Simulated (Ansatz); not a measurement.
**Defect calculation: B on the Si site + C vacancy (B_Si+V_C) in 4H silicon carbide**

Method: PBE, PAW (plane waves to 420 eV; Ansatz, a quantum-chemistry and plane-wave program). The supercell holds 96 host sites (3×2×1 repeats of the unit cell), with a 2×2×2 shifted k-point sampling for the final energies. Sites at the start: the Si(h) site; C(h) 1.90 Å away, along c. Charged cells carry a point-charge image correction with potential alignment at far atoms. Dielectric constants: PBE linear response of the host. Host gap at this level: 2.23 eV. These values are not converged in cell size to better than tenths of an eV. PBE underestimates the host's gap, which shifts levels and can delocalise carriers. Spin–orbit coupling is left out. Each state is the lowest found from its start.

Formation energies E_f are given with the Fermi level at the valence-band maximum. Chemical conditions: C-rich (Δμ(C) = 0.00 eV, Δμ(Si) = -0.41 eV, Δμ(B) = -0.13 eV, bounded by B4C (Cm); only phases computed here count, gases as isolated molecules at 0 K); Si-rich (Δμ(C) = -0.41 eV, Δμ(Si) = 0.00 eV, Δμ(B) = -0.023 eV, bounded by B4C (Cm); only phases computed here count, gases as isolated molecules at 0 K). Reference phases: B: alpha boron, C: graphite, Si: silicon.

```tsv
charge	moment (μB)	largest move off a lattice site (Å)	image correction with alignment (eV)	E_f, C-rich (eV)	E_f, Si-rich (eV)
+2*	quenched	0.45	–	–	–
+1	not spin-polarised	0.45	-0.02	2.32	2.22
0	1.0	0.45	0.00	3.96	3.86
```

* At this level the carrier isn't localised at the defect: at charge +2 holes occupy the valence band. Such a state is shallow or no state of the defect, and this cell gives it no level.

Starting moments that weren't kept: charge +2 began with 1 μB and ended with 0.0.

Transition levels above the valence-band maximum: ε(+1/0) = 1.65 eV. On the lower envelope of the bound states, inside the gap: (+1/0) at 1.65 eV.

Flagged in the runs: a host whose relaxation on this sampling wasn't shown to rest.

All states together cost about 70 core-minutes (a rough figure).
